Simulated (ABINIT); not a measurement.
Input and output of a self-consistent single point for Cl (P1, 4 atoms in the cell) (ABINIT).

Level of theory: PBE, norm-conserving pseudopotentials (PseudoDojo nc-sr-05 PBE standard) (plane waves; ABINIT).

The change in words: lattice scaled by 0.98. Reference geometry:
```yaml
crystal:
  lattice:
    - [2.24000, -3.12000, 0.00000]
    - [2.24000, 3.12000, 0.00000]
    - [0.00000, 0.00000, 8.26000]
  atoms:
    - { symbol: Cl, position: [0.87731, 0.88016, 0.89943] }
    - { symbol: Cl, position: [0.62048, 0.61789, 0.39772] }
    - { symbol: Cl, position: [0.38146, 0.37820, 0.60284] }
    - { symbol: Cl, position: [0.12075, 0.12376, 0.10000] }
```

Reference input (self-consistent single point, DFT, PBE, plane waves, norm-conserving pseudopotentials (PseudoDojo nc-sr-05 PBE standard)): pseudos = [Cl.upf]; ecut = 29 Ha; ixc = 11; occopt = 3; tsmear = 0.02 eV; ngkpt = 7 7 3; nshiftk = 1; shiftk = 0 0 0; potentials = PseudoDojo nc-sr-05 PBE standard; nband = 19; kptopt = 1; nstep = 100. This run's input differs from it in these lines:

```diff
@@ -3,3 +3,3 @@
 pseudos "Cl.upf"
-acell 3.8408332429 3.8408332429 8.2600000000 Angstrom
+acell 3.7640165781 3.7640165781 8.0948000000 Angstrom
 rprim
```

Output, abridged:

```
--- !BeginCycle
solver: {iscf: 7, nstep: 100, nline: 4, wfoptalg: 0, }
tolerances: {tolvrs: 1.00E-10, }
...

     iter   Etot(hartree)      deltaE(h)  residm     vres2
 ETOT  1  -65.555921929982    -6.556E+01 4.745E-02 2.311E+01
 ETOT  2  -65.585471543392    -2.955E-02 8.047E-03 2.531E+00
 ETOT  3  -65.585899642975    -4.281E-04 1.398E-03 1.870E-01
 ETOT  4  -65.585930911823    -3.127E-05 1.703E-03 5.796E-02
 ETOT  5  -65.585935843747    -4.932E-06 7.258E-04 7.129E-03
   [... 5 lines left out ...]
 ETOT 11  -65.585936091056    -1.553E-11 1.407E-04 1.752E-08
 ETOT 12  -65.585936091055     3.837E-13 7.336E-05 1.361E-09
 ETOT 13  -65.585936091055    -5.684E-14 9.028E-05 3.658E-10
 ETOT 14  -65.585936091056    -2.700E-13 8.630E-05 8.976E-11
 At SCF step   14       vres2   =  8.98E-11 < tolvrs=  1.00E-10 =>converged.

 Cartesian components of stress tensor (hartree/bohr^3)
  sigma(1 1)= -1.03568480E-04  sigma(3 2)=  2.37161987E-08
  sigma(2 2)= -5.93014355E-05  sigma(3 1)= -2.16297900E-05
  sigma(3 3)= -1.98846921E-04  sigma(2 1)= -6.03849695E-08

 ----iterations are completed or convergence reached----

 reduced coordinates (array xred) for    4 atoms
       0.877314000000      0.880158000000      0.899434000000
       0.620477000000      0.617891000000      0.397718000000
       0.381456000000      0.378197000000      0.602844000000
       0.120754000000      0.123755000000      0.100004000000
 cartesian forces (eV/Angstrom) at end:
    1     -0.76153760303321    -0.00268519356166    -1.26042214321405
   [... lines left out ...]
 Fermi (or HOMO) energy (eV) =   1.32225   Average Vxc (eV)=  -8.13456
   [... lines left out ...]
total_energy        : -6.55859360910555E+01
total_energy_eV     : -1.78468408279114E+03
band_energy         : -6.39384365545942E+00
...

-Cartesian components of stress tensor (GPa)         [Pressure=  3.5474E+00 GPa]
- sigma(1 1)= -3.04708938E+00  sigma(3 2)=  6.97754537E-04
- sigma(2 2)= -1.74470817E+00  sigma(3 1)= -6.36370284E-01
- sigma(3 3)= -5.85027742E+00  sigma(2 1)= -1.77658684E-03

 Calculation completed.
```

The run converged in 14 iterations. Against the reference run the free energy rises by 25.8 meV/atom, the pressure goes from 1.38 to 3.55 GPa, the largest force goes from 0.614 to 1.476 eV/Å and the gap on the mesh goes from 2.539 to 2.768 eV.

The starting cell has typed, rounded lattice constants, without a prior relaxation at this level. Its atoms were displaced at random from the sites of space group no. 64. For this run, on top of that: lattice scaled by 0.98. With a pressure of about 4 GPa the cell is away from its equilibrium volume at this level. Forces in this geometry exceed 1 eV/Å.

Cost on one core of a shared machine: roughly 5 min.
